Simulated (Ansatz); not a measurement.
Base system: SrO in the rock salt structure (space group Fm-3m, No. 225; a = 5.122 Å).

One thing is altered: every Sr is replaced by Mg, then cell and atoms are relaxed.

All numbers come from Ansatz (a first-principles code) PBEsol, no SOC.

Base, band edges from the VBM (valence, conduction): X -0.07, 3.20; W -0.41, 5.99; L -1.15, 6.57; Γ 0.00, 3.93; K -0.44, 4.74; U -0.44, 4.74 eV.

**Question.** Give the band edges at the high-symmetry points of the new zone, measured from its valence-band maximum.

**Answer.** 
```tsv
point	valence edge (eV)	conduction edge (eV)
Γ	0.00	4.62
X	-1.36	8.95
U	-1.15	9.94
K	-1.15	9.94
L	-0.66	7.74
W	-1.79	11.50
```

The gap is 4.62 eV, direct at Γ.

No phonon test of stability was made.
